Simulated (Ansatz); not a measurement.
# How well does each level of theory give the bulk modulus of CsCl-type TiCo?

Reference value: 154 GPa (measured, room temperature, no zero-point or thermal correction; as tabulated in Yamada et al. (2019), arXiv:1910.09660).

Q: What do LDA, BLYP, PBE, PBEsol, PBE-D4, rVV10, r²SCAN-D4, r²SCAN+rVV10, B3LYP (VWN-RPA form), HSE06, PBE0, r²SCANh give, and how far is each from the reference?

A: 
```csv
level (code),value (GPa),cell (Å³/atom),difference (%)
LDA (Ansatz),210,12.21,+36
BLYP (Ansatz),164,13.55,+6.5
PBE (Ansatz),179,13.12,+16.2
PBEsol (Ansatz),196,12.62,+27
PBE-D4 (Ansatz),187,12.86,+21
rVV10 (Ansatz),179,13.26,+16.2
r²SCAN-D4 (Ansatz),196,12.77,+27
r²SCAN+rVV10 (Ansatz),198,12.74,+29
B3LYP (VWN-RPA form) (Ansatz),191,13.04,+24
HSE06 (Ansatz),204,12.68,+32
PBE0 (Ansatz),207,12.67,+34
r²SCANh (Ansatz),204,12.71,+32
```

The reference is not for a static lattice or low temperature, so close values are not ranked against it. Off by more than 20 %, or 28 % on the side where a correction would as a rule narrow the miss (bounds picked here): LDA (+36 %), PBE0 (+34 %), r²SCANh (+32 %), HSE06 (+32 %), r²SCAN+rVV10 (+29 %).

The measured value isn't corrected to a static lattice, so vibrations enter the comparison. A static lattice is as a rule stiffer than a warm one, by over a tenth in soft solids. The crystal itself was run without spin with LDA, BLYP, PBE, PBEsol, PBE-D4, rVV10, r²SCAN-D4, r²SCAN+rVV10, B3LYP (VWN-RPA form), HSE06, PBE0, r²SCANh; a magnetic state was not tried in these runs. B3LYP (VWN-RPA form), HSE06, PBE0, r²SCANh: the run has no spin polarisation, so it can have missed a magnetic state. Each level is taken at its own relaxed cell. Cutoffs and k meshes differ between the levels. Ansatz's density-functional and Hartree–Fock values are scalar-relativistic unless marked +SOC, with PAW data made under PBE.

Differences are worked out from the printed values.

Ansatz is a first-principles code.
